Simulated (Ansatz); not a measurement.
Consider K2Se in the anti-fluorite structure (space group Fm-3m, No. 225; a = 7.610 Å).

Computed with Ansatz (a quantum-chemistry and plane-wave program) PBEsol, no SOC.

Base values:

| Quantity | Result |
|---|---|
| Lattice parameter a | 7.610 Å |
| Valley order | Γ 2.11 eV; X along ⟨100⟩ 3.29 eV |

Perturbation: cell and atoms relaxed at a pressure of 5 GPa.

Question: How does this affect the lattice parameter a?

Answer: The lattice parameter a shrinks by 0.464 Å to 7.146 Å.

Question: Predict the new valley order.

Answer: The valley order (the lowest conduction-band minima on the path, energy above the VBM, named in the base's zone) becomes Γ 2.50 eV; X along ⟨100⟩ 3.23 eV (base: Γ 2.11 eV; X along ⟨100⟩ 3.29 eV).

The levels and masses belong to the bands next to the band gap. Load acts through the strain it causes; cell and atoms are relaxed under it. Whether these cells are dynamically stable was not tested. No other phases were tried under pressure.
